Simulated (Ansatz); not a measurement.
# Several settings converged on Ca (Fm-3m, 1 atom in the cell)

```yaml
crystal:
  lattice:
    - [0.00000, 2.79837, 2.79837]
    - [2.79837, 0.00000, 2.79837]
    - [2.79837, 2.79837, 0.00000]
  atoms:
    - { symbol: Ca, position: [0.00000, 0.00000, 0.00000] }
```

Base method: PBEsol, default PAW files made with PBE (plane waves; Ansatz, an electronic-structure program).

Base settings: basis.ecutwfc = 420 eV; kpoints.mp_grid.grid = 10 10 10; hamiltonian.xc = pbesol; hamiltonian.pseudopotentials = {kind: paw} (the program's default PAW files); scf.occupations.method = gaussian; scf.occupations.width = 0.1 eV.

The count of work is k-points × plane waves × bands × iterations; it is no time. 

**The cutoff for other potential files**

Level: DFT, PBEsol, plane waves, harder PAW files (source: ansatz) made with PBE.

In this ladder: hamiltonian.pseudopotentials = {kind: paw, source: ansatz}.

The second cell is the first with its lattice scaled by 0.98.

The mesh stays at the base's, so the ladder's end is converged at best in this setting alone.

Only quantities that move along the ladder and can be compared are tabulated.

```csv
basis.ecutwfc,free energy less the last step's (meV/atom),energy of the compressed cell less the first (meV/atom),pressure without the Pulay estimate (GPa),count of work / last
235 eV,2545.43,-7.71,-40.50,0.12
285 eV,629.28,-14.04,-13.88,0.19
365 eV,50.09,-12.21,-2.75,0.26
440 eV,2.93,-12.40,-1.35,0.33
520 eV,0.54,-12.54,-1.23,0.44
625 eV,0.49,-12.54,-1.23,0.43
780 eV,0.31,-12.54,-1.24,0.62
1040 eV,0.00,-12.54,-1.24,1.0
```

Coarsest basis.ecutwfc that holds the energy of the compressed cell less the first within 0.5 meV/atom of the last step, with all finer ones: 365 eV, at 0.26 of the last step's count of work; the step before is off by 1.5 meV/atom.

Coarsest basis.ecutwfc that holds the pressure without the Pulay estimate within 1 GPa of the last step, with all finer ones: 440 eV, at 0.33 of the last step's count of work; the step before is off by 1.5 GPa.

Coarsest basis.ecutwfc that holds the free energy within 2 meV/atom of the last step, with all finer ones: 520 eV, at 0.44 of the last step's count of work; the step before is off by 2.9 meV/atom.

The energy difference between the two cells stays within 1 meV/atom of the last step's from 365 eV on, the total only from 520 eV on: much of the error is common to both cells and cancels.

At the lowest cutoff the pressure without the Pulay estimate lies 39.3 GPa under the last step's, the usual sign of Pulay stress in an incomplete plane-wave basis.

**The relaxed cell against the cutoff**

In this ladder: relax = cell and atoms.

The mesh stays at the base's, so the ladder's end is converged at best in this setting alone.

Only quantities that move along the ladder and can be compared are tabulated.

```tsv
basis.ecutwfc	relaxed volume (Å³/atom)	relaxation steps
210 eV	40.896	13
250 eV	40.750	11
295 eV	40.608	8
355 eV	40.662	5
420 eV	40.594	5
505 eV	40.594	5
630 eV	40.593	5
840 eV	40.593	5
```

Coarsest basis.ecutwfc that holds the relaxed volume within 0.081 Å³/atom of the last step, with all finer ones: 295 eV; the step before is off by 0.16 Å³/atom.

At the lowest cutoff the cell relaxes to a volume 0.7 % larger than at the highest. Ansatz relaxes on a stress corrected for the finite basis.

On the base run: the starting cell has typed, rounded lattice constants, without a prior relaxation at this level. Its lattice was rescaled by up to half a per cent.

Keys are those of Ansatz 0.2.
